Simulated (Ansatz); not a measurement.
Ansatz (a program for electronic structure) run on TiTe2 (P3m1, 3 atoms in the cell): self-consistent single point.

Method of the run: LDA (PW92), default PAW files made with PBE (plane waves; Ansatz).

```
CELL_PARAMETERS angstrom
      3.83568     0.00000     0.00000
     -1.91784     3.32180     0.00000
      0.00000     0.00000     6.73841
ATOMIC_POSITIONS crystal
  Ti 0.00000 0.00000 0.00742
  Te 0.66667 0.33333 0.74983
  Te 0.33333 0.66667 0.25017
```

Reference input (self-consistent single point, DFT, LDA (PW92), plane waves, default PAW files made with PBE): basis.ecutwfc = 420 eV; kpoints.mp_grid.grid = 8 8 4; hamiltonian.xc = lda; hamiltonian.pseudopotentials = {kind: paw} (the program's default PAW files); scf.occupations.method = fermi_dirac; scf.occupations.width = 0.1 eV. This run's input differs from it in these lines:

Ansatz 0.2 input:
```diff
@@ -10,3 +10,3 @@
 basis:
-  ecutwfc: 420.0
+  ecutwfc: 565.0
 kpoints:
```

Output, abridged:

```
SCF iter   1: F=—  HF=-16106.730173 eV  |F-HF|=—  |Δ(HF+E_count)|=         —  Δρ=5.91e-3  dr2=2.10e-2  ethr=1.77e-3  ⟨swp⟩=6.0  Hψ=4201  notcnv=0
all-band conjugate gradients solve this SCF's bands
preconditioner: auto → LDOS
SCF iter   2: F=—  HF=-16106.728612 eV  |F-HF|=—  |Δ(HF+E_count)|=   1.56e-3  Δρ=4.61e-3  dr2=2.86e-2  ethr=4.77e-5  ⟨swp⟩=3.0  Hψ=2162  notcnv=0
SCF iter   3: F=—  HF=-16106.725341 eV  |F-HF|=—  |Δ(HF+E_count)|=   3.27e-3  Δρ=1.22e-3  dr2=2.20e-3  ethr=4.77e-5  ⟨swp⟩=2.7  Hψ=1738  notcnv=0
SCF iter   4: F=—  HF=-16106.725086 eV  |F-HF|=—  |Δ(HF+E_count)|=   2.54e-4  Δρ=1.91e-4  dr2=3.06e-5  ethr=4.99e-6  ⟨swp⟩=1.1  Hψ=953  notcnv=0
SCF iter   5: F=—  HF=-16106.725074 eV  |F-HF|=—  |Δ(HF+E_count)|=   1.19e-5  Δρ=1.99e-5  dr2=9.03e-7  ethr=6.94e-8  ⟨swp⟩=2.0  Hψ=1712  notcnv=0
SCF iter   6: F=-16106.725074 eV  HF=-16106.725074 eV  |F-HF|=4.07e-8  |Δ(HF+E_count)|=   1.66e-7  Δρ=6.82e-6  dr2=5.18e-8  ethr=2.27e-10  ⟨swp⟩=7.7  Hψ=4477  notcnv=0
SCF 1 converged in 6 iterations: F = -16106.725074 eV  dr2 = 5.18e-8
Free energy (F): -16106.725074 eV
Internal energy: -16106.677178 eV  (E = F + TS)
E sigma→0 (E₀):  -16106.701126 eV
Entropy (-TS):   -0.047896 eV (-15.965 meV/atom)
Fermi energy:    8.905315 eV
--- Forces (eV/Å), atoms counted from 1 ---
  atom   1  Ti    -0.00000000     0.00000000    -0.43948020
  atom   2  Te    -0.00000000    -0.00000000     0.47303460
  atom   3  Te    -0.00000000     0.00000000    -0.03356132
--- Stress (GPa, compression-positive) ---
       -5.318170      -0.000000       0.000000
       -0.000000      -5.318170       0.000000
       -0.000000       0.000000      -4.236571
  P = ⅓ Tr σ = -4.9576 GPa (-49.576 kbar)
  The stress holds the Pulay correction. Without it, at fixed plane waves, as pw.x and ABINIT print it: P = -4.9628 GPa
```

The run converged in 6 iterations. Against the reference run the free energy drops by 1.0 meV/atom, the pressure moves little (-4.95 to -4.96 GPa) and the largest force stays at 0.473 eV/Å.

The starting cell comes from a database of computed structures (which also holds hypothetical and non-ambient phases and stackings), without a prior relaxation at this level. Its lattice was rescaled by up to half a per cent. One atom was moved a little off its site on purpose. Spin-orbit coupling is off. Spin polarisation is off, so a magnetic state, if there is one, cannot be reached. Ansatz's pressure includes its estimate of the finite-basis (Pulay) stress.
